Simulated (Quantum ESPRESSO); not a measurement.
Refining one setting for Mo (Im-3m, 1 atom in the cell)

```
Mo
1.0
   -1.60757     1.60757     1.60757
    1.60757    -1.60757     1.60757
    1.60757     1.60757    -1.60757
Mo
1
Cartesian
  0.00000   0.00000   0.00000
```

Method: PBE, PSlibrary ultrasoft (PBE) pseudopotentials (plane waves; Quantum ESPRESSO).

The starting cell comes from a database of computed structures (which also holds hypothetical and non-ambient phases and stackings), without a prior relaxation at this level. Its lattice was rescaled by a random factor within 2.5 % of one. Spin polarisation is off. In the base run, with a pressure of about -13 GPa the cell is away from its equilibrium volume at this level.

Held fixed: ecutwfc = 55 Ry; ecutrho = 330 Ry; occupations = smearing; smearing = marzari-vanderbilt; degauss = 0.0147 Ry; potentials = {Mo: Mo.pbe-spn-rrkjus_psl.1.0.0.UPF}; conv_thr = 1e-09 Ry.

ΔF is the free energy per atom less that of the last row (automatic 35 35 35 0 0 0).

```json
[
 {"K_POINTS": "automatic 1 1 1 0 0 0", "ΔF (meV/atom)": "-22.6", "pressure (GPa)": "102.68", "k-points": "1", "plane waves": "767"},
 {"K_POINTS": "automatic 3 3 3 0 0 0", "ΔF (meV/atom)": "476.3", "pressure (GPa)": "-2.76", "k-points": "4", "plane waves": "780"},
 {"K_POINTS": "automatic 4 4 4 0 0 0", "ΔF (meV/atom)": "88.7", "pressure (GPa)": "-12.03", "k-points": "8", "plane waves": "784"},
 {"K_POINTS": "automatic 6 6 6 0 0 0", "ΔF (meV/atom)": "-59.3", "pressure (GPa)": "-13.43", "k-points": "16", "plane waves": "784"},
 {"K_POINTS": "automatic 7 7 7 0 0 0", "ΔF (meV/atom)": "32.6", "pressure (GPa)": "-12.33", "k-points": "20", "plane waves": "784"},
 {"K_POINTS": "automatic 8 8 8 0 0 0", "ΔF (meV/atom)": "19.2", "pressure (GPa)": "-12.25", "k-points": "29", "plane waves": "784"},
 {"K_POINTS": "automatic 10 10 10 0 0 0", "ΔF (meV/atom)": "16.5", "pressure (GPa)": "-12.89", "k-points": "47", "plane waves": "784"},
 {"K_POINTS": "automatic 12 12 12 0 0 0", "ΔF (meV/atom)": "-12.4", "pressure (GPa)": "-13.13", "k-points": "72", "plane waves": "784"},
 {"K_POINTS": "automatic 14 14 14 0 0 0", "ΔF (meV/atom)": "7.9", "pressure (GPa)": "-12.39", "k-points": "104", "plane waves": "784"},
 {"K_POINTS": "automatic 16 16 16 0 0 0", "ΔF (meV/atom)": "-2.5", "pressure (GPa)": "-12.98", "k-points": "145", "plane waves": "784"},
 {"K_POINTS": "automatic 19 19 19 0 0 0", "ΔF (meV/atom)": "0.54", "pressure (GPa)": "-12.93", "k-points": "220", "plane waves": "784"},
 {"K_POINTS": "automatic 23 23 23 0 0 0", "ΔF (meV/atom)": "-1.61", "pressure (GPa)": "-12.88", "k-points": "364", "plane waves": "784"},
 {"K_POINTS": "automatic 28 28 28 0 0 0", "ΔF (meV/atom)": "0.16", "pressure (GPa)": "-12.82", "k-points": "624", "plane waves": "784"},
 {"K_POINTS": "automatic 35 35 35 0 0 0", "ΔF (meV/atom)": "0.00", "pressure (GPa)": "-12.86", "k-points": "1140", "plane waves": "784"}
]
```

Energy within 1 meV/atom of the last row: from K_POINTS = automatic 28 28 28 0 0 0 on; the one before it is off by 1.6 meV/atom. Only the last setting checks this, so the series should go further.
